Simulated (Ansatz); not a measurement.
Input:

```xyz
6
Lattice="4.3848 0.0000 0.0000 0.0000 4.3848 0.0000 0.0000 0.0000 2.6126" Properties=species:S:1:pos:R:3 pbc="T T T"
Si     2.1924     2.1924     1.3063
Si     0.0000     0.0000     0.0000
O      3.5641     3.5641     1.3063
O      1.3717     3.0131     0.0000
O      3.0131     1.3717     0.0000
O      0.8207     0.8207     1.3063
```

No spin polarisation.

Method: r2SCAN/PAW in Ansatz (a first-principles code), scalar-relativistic without spin-orbit coupling, earlier PAW set. k-mesh 8×8×12 (Γ-centred); smearing 0.05 eV (Fermi–Dirac).

Problem. Predict the gap character.

Solution. Direct at Γ.

Problem. What band gap does the calculation give?

Solution. 5.86 eV.

The cells carry an imposed strain or load. Whether these cells are dynamically stable was not tested. The cell was made from SiO2 in the rutile structure (space group P4_2/mnm, No. 136) by this change: biaxial strain +4.78 %, plane normal [001], relaxed out of plane.
